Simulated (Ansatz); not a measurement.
The parent structure is GaN in the zinc blende structure (space group F-43m, No. 216; a = 4.4981 Å).

Now apply this change: Al replaces 66.7 % of the Ga, ordered in a cell of 6 atoms (starting symmetry P3m1) and fully relaxed.

The other end (x = 1) is AlN in the zinc blende structure (space group F-43m, No. 216): 10.49 Å³/atom, gap 3.19 eV; this end may not be an ambient phase.

Levels (all Ansatz, a quantum-chemistry and plane-wave program, PAW): PBEsol (420 eV, spin-orbit coupling left out); PBEsol+SOC (420 eV, spin-orbit coupling included).

The geometry is relaxed with PBEsol.

```
Property                                     Value
----------------------------  --------------------
PBEsol pressure                           0.00 GPa
PBEsol gap character                   direct at Γ
PBEsol valence-band top at Γ  0.00, 0.00, -0.24 eV
PBEsol band gap                            2.93 eV
```

Task: What does PBEsol+SOC give at this geometry for the pressure, gap character, valence-band top at Γ and band gap?

Result: The pressure is nearly the same (0.00 GPa against -0.01 GPa); the gap character (in this cell's own zone, which can be folded) is still direct at Γ; the valence-band top at Γ (three highest Kramers pairs, from the VBM) becomes 0.00, -0.01, -0.24 eV (PBEsol: 0.00, 0.00, -0.24 eV); the band gap remains 2.93 eV.

Single points use the geometry relaxed with PBEsol. Differences between runs with and without spin-orbit coupling are approximate. Each cell is one ordered arrangement of few atoms, which overstates ordering effects compared with a random alloy. Stability against distortions was not tested. This is not the structure that GaN has at room temperature and ambient pressure. This is not the structure that AlN has at room temperature and ambient pressure. Labels are those of the standard path for the cell's own space group.
